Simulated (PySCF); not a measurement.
PySCF 2.14.0, WB97X/def2-svpd: Ga(F) ([F][Ga]), 2 atoms. The geometry is a generated start, not checked to be a minimum at this level.

- task = energy
- method = wb97x
- basis = def2-svpd
- mol.max_memory = 7000 MB
- mf.init_guess = minao (default)
- mf.DIIS = CDIIS (default)
- mf.diis_space = 8 (default)
- mf.conv_tol = 1e-09 (default)
- mf.grids.level = 3 (default)
- basis functions (reference run) = 61
- grid points (reference run) = 35168

```xyz
2

Ga    -0.4534    -0.4223    -0.6502
F      0.4534     0.4223     0.6502
```

The reference run uses exact four-centre integrals. Each setting ran once; only counts and results are compared.

Settings tried, all else as in the reference:
- density fitting of J alone, exact K
- COSX exchange (sgx_fit, pjs) with fitted J, mf.with_df.grids_level_i = 1, mf.with_df.grids_level_f = 3
- COSX exchange (sgx_fit, pjs) with fitted J, mf.with_df.grids_level_i = 1, mf.with_df.grids_level_f = 1
- density fitting, auxbasis = def2-universal-jfit
- density fitting, auxbasis = autoaux
- COSX exchange (sgx_fit, pjs) with fitted J, mf.with_df.grids_level_i = 1, mf.with_df.grids_level_f = 4
- COSX exchange (sgx_fit, pjs) with fitted J, mf.with_df.grids_level_i = 1, mf.with_df.grids_level_f = 2 (default)
- density fitting

Which of these stay within 1.0 meV/atom in energy of the reference run?

Within it: density fitting; density fitting, auxbasis = autoaux; COSX exchange (sgx_fit, pjs) with fitted J, mf.with_df.grids_level_i = 1, mf.with_df.grids_level_f = 4; COSX exchange (sgx_fit, pjs) with fitted J, mf.with_df.grids_level_i = 1, mf.with_df.grids_level_f = 3; density fitting of J alone, exact K; COSX exchange (sgx_fit, pjs) with fitted J, mf.with_df.grids_level_i = 1, mf.with_df.grids_level_f = 2 (default). At the edge (between 0.75 and 1.33 times the tolerance): COSX exchange (sgx_fit, pjs) with fitted J, mf.with_df.grids_level_i = 1, mf.with_df.grids_level_f = 1. Outside: density fitting, auxbasis = def2-universal-jfit.

| setting | energy against the reference |
|---|---|
| density fitting | −0.087 meV/atom |
| density fitting, auxbasis = autoaux | +0.15 meV/atom |
| COSX exchange (sgx_fit, pjs) with fitted J, mf.with_df.grids_level_i = 1, mf.with_df.grids_level_f = 4 | −0.50 meV/atom |
| COSX exchange (sgx_fit, pjs) with fitted J, mf.with_df.grids_level_i = 1, mf.with_df.grids_level_f = 3 | −0.50 meV/atom |
| density fitting of J alone, exact K | −0.53 meV/atom |
| COSX exchange (sgx_fit, pjs) with fitted J, mf.with_df.grids_level_i = 1, mf.with_df.grids_level_f = 2 (default) | −0.61 meV/atom |
| COSX exchange (sgx_fit, pjs) with fitted J, mf.with_df.grids_level_i = 1, mf.with_df.grids_level_f = 1 | −1.3 meV/atom |
| density fitting, auxbasis = def2-universal-jfit | +38000 meV/atom |

Total energies are compared; such shifts often cancel in part in energy differences. sgx_fit (COSX, pjs=True) fits J as well, so its difference is the sum of the grid's shift in exchange and the fit's in Coulomb. def2-universal-jfit is made for Coulomb alone and misses functions that exchange needs. Also tried and not ranked: density fitting, auxbasis = def2-universal-jkfit (same energy as a listed run). The tolerance is a choice made for this comparison.
